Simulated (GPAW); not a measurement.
```
CELL_PARAMETERS angstrom
      5.54514     0.00000     0.00000
      0.00000     5.54514     0.00000
      0.00000     0.00000     5.54514
ATOMIC_POSITIONS crystal
  Sr 0.00000 0.50000 0.50000
  Sr 0.50000 0.00000 0.50000
  Sr 0.50000 0.50000 0.00000
  Cr 0.00000 0.00000 0.00000
```
Moments meant for the start (each program seeds them in its own way; μB, in the order of the atoms Sr Sr Sr Cr): 0.0 0.0 0.0 3.0.

Method: LDA (Perdew-Wang 92), GPAW PAW datasets LDA (gpaw-data 1.0.1) (plane waves; GPAW 25.7.0).

The set-up and first iterations of a GPAW log for Sr3Cr (Pm-3m, 4 atoms in the cell):

```
Input parameters:
  convergence: {density: 1e-05}
  kpts: [5 5 5]
  maxiter: 100
  mode: {ecut: 800,
         name: pw}
  nbands: -12
  occupations: {name: methfessel-paxton,
                order: 0,
                width: 0.272}
  spinpol: True
  symmetry: {symmorphic: False,
             tolerance: 0.0005}

species:
  Sr:
    name: Strontium
    Z: 38.0
    valence: 10
    core: 28
    charge: 0.0
    file: Sr.LDA.gz

    # Using partial waves for Sr as LCAO basis

  Cr:
    name: Chromium
    Z: 24.0
    valence: 6
    core: 18
    charge: 0.0
    file: Cr.LDA.gz

    # Using partial waves for Cr as LCAO basis

Reference energy: -287716.888552  # eV

Spin-polarized calculation.
Initial magnetic moment: 3.000000

Convergence criteria:
 Maximum [total energy] change in last 3 cyles: 0.0005 eV / valence electron
 Maximum integral of absolute [dens]ity change: 1e-05 electrons / valence electron
   [... lines left out ...]
  order: 0

Eigensolver

Densities:
  Coarse grid: 40*40*40 grid
  Fine grid: 80*80*80 grid
  Total Charge: 0.000000

Density mixing:
  Method: difference
  Backend: pulay
  Linear mixing parameter: 0.05
  old densities: 5
  Damping of long wavelength oscillations: 50

Hamiltonian:
  XC and Coulomb potentials evaluated on a 80*80*80 grid
  External potential:
    NoExternalPotential

Number of atoms: 4
Number of atomic orbitals: 24
Number of bands in calculation: 31
Number of valence electrons: 36
Bands to converge: occupied

Density initialized from atomic densities
  24 bands from LCAO basis set
  7 bands from random numbers

Atomic positions and initial magnetic moments

Positions:
   0 Sr     0.000000    2.772571    2.772571    ( 0.0000,  0.0000,  0.0000)
   1 Sr     2.772571    0.000000    2.772571    ( 0.0000,  0.0000,  0.0000)
   2 Sr     2.772571    2.772571    0.000000    ( 0.0000,  0.0000,  0.0000)
   3 Cr     0.000000    0.000000    0.000000    ( 0.0000,  0.0000,  3.0000)

Unit cell:
           periodic     x           y           z      points  spacing
  1. axis:    yes    5.545141    0.000000    0.000000    40     0.1386
  2. axis:    yes    0.000000    5.545141    0.000000    40     0.1386
  3. axis:    yes    0.000000    0.000000    5.545141    40     0.1386

  Lengths:   5.545141   5.545141   5.545141
  Angles:   90.000000  90.000000  90.000000

Effective grid spacing dv^(1/3) = 0.1386
     iter     time        total  log10-change:  magmom
                         energy   eigst   dens
iter:   1 --:--:--   -19.021125                   +3.0120
iter:   2 --:--:--   -12.328143   -0.53  -0.85    +1.6659
iter:   3 --:--:--   -12.902358   -1.24  -1.55    +2.3631
iter:   4 --:--:--   -13.282904   -1.38  -1.56    +6.7429
iter:   5 --:--:--   -13.666061   -1.69  -1.78    +4.8451
iter:   6 --:--:--   -13.689404   -2.13  -1.97    +4.9245
iter:   7 --:--:--   -13.686111   -2.46  -2.20    +4.9125
iter:   8 --:--:--   -13.674618c  -3.23  -2.27    +4.9384
iter:   9 --:--:--   -13.672469c  -3.23  -2.43    +4.9657
iter:  10 --:--:--   -13.672557c  -4.04  -3.13    +4.9814
iter:  11 --:--:--   -13.672600c  -4.29  -3.24    +4.9835
iter:  12 --:--:--   -13.672636c  -4.51  -3.30    +4.9857
```

**Question.** Will this run converge, and how will it end?

**Answer.** The run converged in 33 iterations. Its thresholds were met; that alone does not show that basis and mesh suffice. It ends on: free energy E − TS (from the program's reference atoms) -13.7533 eV; Fermi level (on the code's own zero) 3.86 eV; pressure -1.89 GPa; size of the cell's spin moment 4.99 μB; site moments (μB, in the program's spheres or projections) Sr 0.01, Sr 0.01, Sr 0.01, Cr 3.78. The log goes on:

```
   [... 16 lines left out ...]
iter:  29 --:--:--   -13.672768c  -6.89  -4.53    +4.9892
iter:  30 --:--:--   -13.672766c  -7.04  -4.55    +4.9893
iter:  31 --:--:--   -13.672754c  -6.90  -4.58    +4.9893
iter:  32 --:--:--   -13.672763c  -7.31  -4.98    +4.9893
iter:  33 --:--:--   -13.672759c  -7.62c -5.00c   +4.9893
Converged after 33 iterations.

Dipole moment: (0.000008, 0.000008, 0.000008) |e|*Ang

Total magnetic moment: (0.000000, 0.000000, 4.989270)
Local magnetic moments:
   0 Sr ( 0.000000,  0.000000,  0.006919)
   1 Sr ( 0.000000,  0.000000,  0.006919)
   2 Sr ( 0.000000,  0.000000,  0.006919)
   3 Cr ( 0.000000,  0.000000,  3.775955)

Energy contributions relative to reference atoms: (reference = -287716.888552)

Kinetic:         -5.309557
Potential:       +8.810294
External:        +0.000000
XC:             -16.687998
Entropy (-ST):   -0.161105
Local:           -0.404946
SIC:             +0.000000
--------------------------
Free energy:    -13.753312
Extrapolated:   -13.672759

Spin contamination: 0.019875 electrons
Showing only first 2 kpts
                      Up                     Down
 Kpt  Band  Eigenvalues  Occupancy  Eigenvalues  Occupancy
  0    16      2.56204    1.00000      4.36883    0.00407
  0    17      2.56204    1.00000      4.36883    0.00407
   [... lines left out ...]

Fermi level: 3.85981

No gap
No difference between direct/indirect transitions
Energy (eV): -13.672759

Forces in eV/Ang:
  0 Sr    0.00000    0.00000    0.00000
  1 Sr    0.00000    0.00000    0.00000
  2 Sr    0.00000    0.00000    0.00000
  3 Cr    0.00000   -0.00000    0.00000

Stress tensor:
     0.011782     0.000000     0.000000
     0.000000     0.011782     0.000000
     0.000000     0.000000     0.011782
Stress (GPa, Voigt): [1.8876 1.8876 1.8876 0.     0.     0.    ]
```

For comparison: a first run (DFT PBEsol, plane waves, GPAW PAW datasets PBEsol (made by gpaw-setup)) was changed to give this one (xc: PBEsol → LDA; potentials: GPAW PAW datasets LDA (gpaw-data 1.0.1)), and from it to this one the pressure goes from -0.89 to -1.89 GPa and the size of the net moment stays at 1.25 μB/atom.

The starting cell comes from a database of computed structures (which also holds hypothetical and non-ambient phases and stackings), without a prior relaxation at this level. Its lattice was rescaled by a random factor within 2.5 % of one. With one magnetic atom in the cell only a parallel order is possible.

The run was DFT LDA (Perdew-Wang 92), plane waves, GPAW PAW datasets LDA (gpaw-data 1.0.1). Main settings of its input:

- spinpol = true
- mode = pw
- ecut = 800 eV
- xc = LDA
- kpts = 5 5 5
- mesh shift (steps) = 0 0 0
- occupations.name = methfessel-paxton
- occupations.width = 0.272 eV
- occupations.order = 0
- nbands = -12
- convergence.density = 1e-05 e/electron
- symmetry.symmorphic = false
